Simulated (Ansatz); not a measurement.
The starting structures come from a database of crystals and need not be the phases stable at ambient conditions.

Inside the gap of an insulator the Bloch states are evanescent, with a wavenumber k + iκ along the transport direction.

Here is the system:

```
GaO4P
1.0
    4.89632     0.00000     0.00000
    0.00000    11.08970     0.00000
    2.44816     0.00000     4.24034
Ga P O
3 3 12
Cartesian
  3.56288   5.54485   2.30958
  1.11472   1.84829   1.93075
  2.66688   9.24141   0.00000
  3.56168   0.00000   2.31166
  1.11352   7.39314   1.92868
  2.66928   3.69656   0.00000
  3.57179   4.11539   1.16283
  2.10339   0.41882   2.51185
  1.66930   7.81195   0.56566
  4.55155   6.97431   1.72849
  4.11746  10.67088   3.67468
  6.01995   3.27775   3.07751
  4.32374   1.19480   1.73150
  6.13125   8.58794   2.87872
  4.23397   4.89137   3.87045
  3.68309   9.89490   1.36161
  1.78581   2.50176   0.36988
  1.87558   6.19833   2.50884
```

Space group of this cell: P3_121. The cell is taken as given.

Transport runs along the normal of the first two printed cell vectors, the (100) plane of the conventional cell.

The gap is the functional's own. No spin-orbit coupling. Mid-gap values are interpolated on the energy grid.

**Question.** Estimate the band gap and the smallest decay constant κ at mid-gap that r2SCAN (Ansatz, a first-principles code) returns for this system.

**Answer.** Gap 5.40 eV on a 8×4×8 mesh; κ = 0.451 1/Å, at the zone centre.
